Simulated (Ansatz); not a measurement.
**Several settings converged on LuSi2Os2 (I4mm, 5 atoms in the cell)**

```
Lu(SiOs)2
1.0
   -2.08429     2.08429     4.72882
    2.08429    -2.08429     4.72882
    2.08429     2.08429    -4.72882
Lu Si Os
1 2 2
Direct
  0.00529   0.00529   0.00000
  0.62815   0.62815   0.00000
  0.37185   0.37185   0.00000
  0.75000   0.25000   0.50000
  0.25000   0.75000   0.50000
```

Base method: PBEsol, default PAW files made with PBE (plane waves; Ansatz, a quantum-chemistry and plane-wave program).

Base settings: basis.ecutwfc = 420 eV; kpoints.mp_grid.grid = 9 9 9; hamiltonian.xc = pbesol; hamiltonian.pseudopotentials = {kind: paw} (the program's default PAW files); scf.occupations.method = gaussian; scf.occupations.width = 0.1 eV.

The count of work is k-points × plane waves × bands × iterations; it is no time. Core times come from one kind of shared machine, to one figure; runs under 30 s give none.

**The k-point mesh**

The second cell is the first with its lattice scaled by 0.98.

Only quantities that move along the ladder and can be compared are tabulated.

| kpoints.mp_grid.grid | free energy less the last step's (meV/atom) | energy of the compressed cell less the first (meV/atom) | pressure (GPa) | largest difference of a force vector from the last step's (eV/Å) | count of work / last |
|---|---|---|---|---|---|
| 2 2 2 | -28.98 | 8.79 | -4.75 | 0.553 | 0.011 |
| 3 3 3 | 19.58 | 11.70 | -4.25 | 0.152 | 0.017 |
| 4 4 4 | -9.28 | 12.91 | -4.05 | 0.103 | 0.033 |
| 6 6 6 | -1.78 | 13.81 | -3.95 | 0.089 | 0.086 |
| 8 8 8 | -0.17 | 14.42 | -3.86 | 0.028 | 0.17 |
| 9 9 9 | -0.14 | 14.39 | -3.86 | 0.006 | 0.21 |
| 11 11 11 | 0.04 | 14.39 | -3.86 | 0.017 | 0.32 |
| 16 16 16 | 0.00 | 14.39 | -3.86 | 0.000 | 1.0 |

Coarsest kpoints.mp_grid.grid that holds the forces within 0.02 eV/Å: not settled: the last two steps still differ by 0.017 eV/Å, over half the tolerance, so the ladder does not show it.

Coarsest kpoints.mp_grid.grid that holds the free energy within 1 meV/atom of the last step, with all finer ones: 8 8 8, at 0.17 of the last step's count of work; the step before is off by 1.8 meV/atom.

Coarsest kpoints.mp_grid.grid that holds the pressure within 0.05 GPa of the last step, with all finer ones: 8 8 8, at 0.17 of the last step's count of work; the step before is off by 0.10 GPa.

The energy difference between the two cells stays within 1 meV/atom of the last step's from 6 6 6 on, the total only from 8 8 8 on: much of the error is common to both cells and cancels.

**The k-point mesh at a smearing width of 0.05 eV**

In this ladder: scf.occupations.width = 0.05 eV.

Only quantities that move along the ladder and can be compared are tabulated.

```tsv
kpoints.mp_grid.grid	free energy less the last step's (meV/atom)	pressure (GPa)	largest difference of a force vector from the last step's (eV/Å)	count of work / last	core time / last (rough)
4 4 4	-8.10	-4.06	0.125	0.014	–
5 5 5	-4.05	-4.02	0.045	0.019	–
6 6 6	-2.07	-3.97	0.103	0.031	–
8 8 8	-0.30	-3.87	0.037	0.071	–
12 12 12	0.11	-3.87	0.009	0.17	0.2
15 15 15	0.07	-3.87	0.017	0.35	0.3
22 22 22	0.00	-3.88	0.000	1.0	1
```

Coarsest kpoints.mp_grid.grid that holds the free energy within 1 meV/atom of the last step, with all finer ones: 8 8 8, at 0.071 of the last step's count of work; the step before is off by 2.1 meV/atom.

Coarsest kpoints.mp_grid.grid that holds the pressure within 0.05 GPa of the last step, with all finer ones: 8 8 8, at 0.071 of the last step's count of work; the step before is off by 0.09 GPa.

Coarsest kpoints.mp_grid.grid that holds the forces within 0.02 eV/Å: not settled: the last two steps still differ by 0.017 eV/Å, over half the tolerance, so the ladder does not show it.

**The mesh under tetrahedron occupations**

In this ladder: scf.occupations.method = tetrahedron; scf.occupations.width = default.

Only quantities that move along the ladder and can be compared are tabulated.

| kpoints.mp_grid.grid | free energy less the last step's (meV/atom) | largest difference of a force vector from the last step's (eV/Å) | count of work / last | core time / last (rough) |
|---|---|---|---|---|
| 5 5 5 | -4.12 | 0.129 | 0.025 | – |
| 6 6 6 | -0.42 | 0.086 | 0.041 | – |
| 7 7 7 | -0.37 | 0.082 | 0.055 | – |
| 11 11 11 | -0.09 | 0.022 | 0.17 | 0.2 |
| 17 17 17 | 0.05 | 0.001 | 0.56 | 0.7 |
| 21 21 21 | 0.00 | 0.000 | 1.0 | 1 |

Coarsest kpoints.mp_grid.grid that holds the free energy within 2 meV/atom of the last step, with all finer ones: 6 6 6, at 0.041 of the last step's count of work; the step before is off by 4.1 meV/atom.

Coarsest kpoints.mp_grid.grid that holds the forces within 0.02 eV/Å of the last step, with all finer ones: 17 17 17; the step before is off by 0.022 eV/Å.

On the base run: the starting cell comes from a database of computed structures (which also holds hypothetical and non-ambient phases and stackings), without a prior relaxation at this level. Its lattice was rescaled by up to half a per cent. One atom was moved a little off its site on purpose. Spin polarisation is off. In the base run, with a pressure of about -4 GPa the cell is away from its equilibrium volume at this level. Ansatz's pressure includes its estimate of the finite-basis (Pulay) stress.

Keys are those of Ansatz 0.2.
